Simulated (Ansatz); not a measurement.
# Cubic perovskite BaHfO3: band gap by level of theory

No measured value is used here.

```tsv
level (code)	value (eV)	cell (Å³/atom)
LDA (Ansatz)	3.51	14.51
LDA+SOC (Ansatz)	…	14.51
PBE (Ansatz)	…	14.51
rVV10 (Ansatz)	3.61	15.00
r²SCAN+SOC (Ansatz)	4.11 (indirect)	14.51
HSE06+SOC (Ansatz)	5.11 (indirect)	14.51
PBE0 (Ansatz)	5.94	14.51
r²SCAN0 (Ansatz)	…	14.51
Hartree–Fock (Ansatz)	13.73	14.51
```

Question: Complete the blanks.

Answer: 
- LDA+SOC (Ansatz, a first-principles code), value (eV): 3.42 (indirect)
- PBE (Ansatz), value (eV): 3.67
- r²SCAN0 (Ansatz), value (eV): 6.33

Computed values are for a static lattice. Spin–orbit coupling is included only where a level's name says +SOC; with heavier elements it mostly lowers gaps and can invert bands.  Values are at the measured cell; rVV10 at the level's own relaxed cell. Cutoffs and k meshes differ between the levels. Ansatz's density-functional and Hartree–Fock values are scalar-relativistic unless marked +SOC, with PAW data made under PBE.
